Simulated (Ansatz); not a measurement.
Consider BP in the zinc blende structure (space group F-43m, No. 216; a = 4.536 Å). Axes: x, y, z lie along the cube axes.

Computed with r2SCAN, PAW, 500 eV (Ansatz, a program for electronic structure; no spin-orbit coupling), earlier PAW set.

One thing is altered: the cell is compressed by 1.46 % along y with no lateral relaxation, atoms relaxed at fixed cell.

Problem. What happens to the stress?

Solution. The stress (xx, yy, zz, yz, xz, xy; compression positive) comes out as (1.15, 5.36, 1.15, 0.00, 0.00, 0.00) GPa.

Problem. Predict the new energy relative to the base.

Solution. The energy rises by 2.8 meV/atom.

The cells carry an imposed strain or load. No phonon test of stability was made.
